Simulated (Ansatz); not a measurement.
Base system: Bi$_{2}$Se$_{3}$ in the Bi2Te3 type structure (space group R-3m, No. 166).

```yaml
crystal:
  lattice:
    - [2.07230, 1.19644, 9.75526]
    - [-2.07230, 1.19644, 9.75526]
    - [0.00000, -2.39289, 9.75526]
  atoms:
    - { symbol: Bi, position: [0.39938, 0.39938, 0.39938] }
    - { symbol: Bi, position: [0.60062, 0.60062, 0.60062] }
    - { symbol: Se, position: [0.00000, 0.00000, 0.00000] }
    - { symbol: Se, position: [0.21420, 0.21420, 0.21420] }
    - { symbol: Se, position: [0.78580, 0.78580, 0.78580] }
```

Method: r2SCAN+rVV10 (Ansatz, a first-principles code), no spin-orbit coupling.

One change was made to it. Results:

```tsv
quantity	base	after
shortest interatomic distance	2.853 Å	2.847 Å
electron mass	0.45 mₑ along c, 0.11 mₑ across (at Γ)	0.35 mₑ along c, 0.11 mₑ across (at Γ)
width of the top valence band	1.22 eV	1.32 eV
```

**Question.** What was done to the base?
A) pressure 10 GPa
B) pressure 0.7 GPa
C) pressure 3 GPa

**Answer.** B, pressure 0.7 GPa. For comparison, the electron mass in the other runs: pressure 10 GPa gives 0.058 mₑ along c, 0.10 mₑ across (at Γ); pressure 3 GPa gives 0.19 mₑ along c, 0.11 mₑ across (at Γ).

With Bi present, leaving out spin-orbit coupling can change the band edges. The levels and masses belong to the bands next to the band gap. Load acts through the strain it causes; cell and atoms are relaxed under it. Masses are band curvatures over ±0.01 Å⁻¹ around the edge. No phonon test of stability was made. No other phases were tried under pressure.
